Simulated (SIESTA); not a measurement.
A relaxation of cell and atoms of LaZnSbO (P4/nmm, 8 atoms in the cell) with SIESTA.

Computed with GGA PBEsol, numerical atomic orbitals DZP, PseudoDojo PBEsol standard norm-conserving potentials (rewritten from UPF to PSML) (SIESTA).

```xyz
8
Lattice="4.2684 0.0000 0.0000 0.0000 4.2684 0.0000 0.0000 0.0000 9.7164" Properties=species:S:1:pos:R:3 pbc="T T T"
La     0.0000     2.1342     8.5571
La     2.1342     0.0000     1.1593
Zn     0.0000     0.0000     4.8582
Zn     2.1342     2.1342     4.8582
Sb     2.1342     0.0000     6.6086
Sb     0.0000     2.1342     3.1078
O      2.1342     2.1342     0.0000
O      0.0000     0.0000     0.0000
```

Reference input (self-consistent single point, DFT, GGA PBEsol, numerical atomic orbitals DZP, PseudoDojo PBEsol standard norm-conserving potentials (rewritten from UPF to PSML)): XC.functional = GGA; XC.authors = PBEsol; potentials = PseudoDojo PBEsol standard; PAO.BasisSize = DZP; PAO.EnergyShift = 0.005 Ry; MeshCutoff = 400 Ry; kgrid.MonkhorstPack = 5 5 3; OccupationFunction = MP; OccupationMPOrder = 0; ElectronicTemperature = 200 meV; MaxSCFIterations = 150; SCF.Mixer.Method = Broyden. This run's input differs from it in these lines:

```diff
@@ -50,2 +50,7 @@
 Diag.ParallelOverK           true
+MD.TypeOfRun                 FIRE
+MD.Steps                     40
+MD.MaxForceTol               0.02 eV/Ang
+MD.VariableCell              true
+MD.MaxStressTol              0.05 GPa
 WriteForces                  true
```

Output (repeated stretches shortened):

```
        iscf     Eharris(eV)        E_KS(eV)     FreeEng(eV)     dDmax    Ef(eV) dHmax(eV)
   scf:    1   -18182.694260   -18811.915942   -18812.160740  1.642371 -2.407828 98.303983
   scf:    2   -15099.836963   -18000.001225   -18000.075967  8.331976 -2.717066139.439106
   scf:    3   -19060.625032   -19105.946367   -19105.966554  7.942146 -3.466437 18.886238
   scf:    4   -19124.288783   -19116.262201   -19116.278382  0.219286 -3.613884 10.297919
   scf:    5   -19122.123915   -19120.407234   -19120.415577  0.142996 -3.726204  1.195927
   [... 4 lines left out ...]
   scf:   10   -19120.526779   -19120.527134   -19120.535247  0.001426 -3.800710  0.055708
   scf:   11   -19120.527298   -19120.527267   -19120.535378  0.000760 -3.801256  0.004218
   scf:   12   -19120.527270   -19120.527268   -19120.535379  0.000123 -3.801572  0.001108
   scf:   13   -19120.527269   -19120.527268   -19120.535379  0.000038 -3.801660  0.000573
SCF Convergence by DM+H criterion
max |DM_out - DM_in|         :     0.0000381141
max |H_out - H_in|      (eV) :     0.0005727871
SCF cycle converged after 13 iterations

Using DM_out to compute the final energy and forces

siesta: E_KS(eV) =           -19120.5273

siesta: E_KS - E_eggbox =    -19120.5273

siesta: Atomic forces (eV/Ang):
     1    0.000000    0.000000   -0.451892
     2   -0.000000   -0.000000    0.451892
     3    0.000000   -0.000000    0.000000
     4    0.000000    0.000000   -0.000000
     5    0.000000   -0.000000   -0.008241
     6    0.000000    0.000000    0.008241
     7    0.000000    0.000000   -0.000000
     8    0.000000   -0.000000    0.000000
   Tot    0.000000   -0.000000   -0.000000
   Max    0.451892
   Res    0.130472    sqrt( Sum f_i^2 / 3N )
   Max    0.451892    constrained

   [... lines left out ...]
siesta: Pressure (static):        -31.26523897  kBar
siesta: Pressure (total):        -31.26523897  kBar
No target stress found, assuming hydrostatic MD.TargetPressure.
Target stress (kBar)
outcell: Cell volume (Ang**3)        :    167.1116
        iscf     Eharris(eV)        E_KS(eV)     FreeEng(eV)     dDmax    Ef(eV) dHmax(eV)
siesta: Pressure (static):         -0.42352266  kBar
siesta: Pressure (total):         -0.42352266  kBar
outcell: Cell volume (Ang**3)        :    167.1116
siesta: FreeEng =    -19120.681644
   [... lines left out ...]
siesta:     0.000243   -0.000000    0.000000
siesta:    -0.000000    0.000243   -0.000000
siesta:     0.000000   -0.000000    0.000306

siesta: Cell volume =        167.111645 Ang**3

siesta: Pressure (static):
siesta:                Solid            Molecule  Units
siesta:          -0.00000288         -0.00000468  Ry/Bohr**3
siesta:          -0.00026434         -0.00042958  eV/Ang**3
siesta:          -0.42352266         -0.68826764  kBar
```

The run converged. 

Summary of the result:
| Property | Value |
|---|---|
| Free energy E − TS | -19120.6816 eV |
| Fermi level (on the code's own zero) | -3.98 eV |
| Pressure | -0.04 GPa |
| Largest force (vector length) | 0.012 eV/Å |
| Final cell | a = b = 4.218 Å, c = 9.393 Å, α = β = γ = 90.00° |
| Final volume per atom | 20.89 Å³ |
| Relaxation steps | 29 |

The starting cell comes from a database of computed structures (which also holds hypothetical and non-ambient phases and stackings), without a prior relaxation at this level. Its lattice was rescaled by a random factor within 2.5 % of one. Values carry the incompleteness of an atom-centred basis.

Cost on one core of a shared machine: roughly 20 min.
